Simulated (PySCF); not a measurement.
PySCF 2.14.0, TPSSH/def2-svp, df: Cu(H)(MeCN) (CC#[N]->[CuH]), 8 atoms. The geometry is a generated start, not checked to be a minimum at this level.

```json
{
  "task": "energy",
  "method": "tpssh",
  "basis": "def2-svp",
  "two_electron_scheme": "density fitting",
  "mol.max_memory": "3000 MB",
  "mf.max_cycle": "100",
  "mf.init_guess": "minao (default)",
  "mf.DIIS": "CDIIS (default)",
  "mf.diis_space": "8 (default)",
  "mf.conv_tol": "1e-09 (default)",
  "mf.grids.level": "3 (default)",
  "basis_functions": "93",
  "grid_points": "102016"
}
```

```xyz
8

Cu    -1.7125    -0.4849    -2.0336
H     -2.6429    -0.7399    -3.1254
C      1.0314     0.2908     1.2267
C      0.1310     0.0350     0.1483
N     -0.5949    -0.1708    -0.7257
H      0.9871     1.3456     1.4988
H      2.0479     0.0403     0.9227
H      0.7529    -0.3162     2.0882
```

Charge 0 and multiplicity 1 are set for this test and not shown to be the ground state.

One run each on 2 threads, 1 BLAS thread. Values of level_shift (Hartree) tried: 0 (default), 0.1, 0.3, 1.

Question: Predict the course of the Fock builds along this series.

Answer: Fewest Fock builds: 0.1 with 14. The count rises to 52 at 1. All converge to one solution.

| level_shift (Hartree) | Fock builds | end |
|---|---|---|
| 0 (default) | 17 | same solution |
| 0.1 | 14 | same solution |
| 0.3 | 18 | same solution |
| 1 | 52 | same solution |
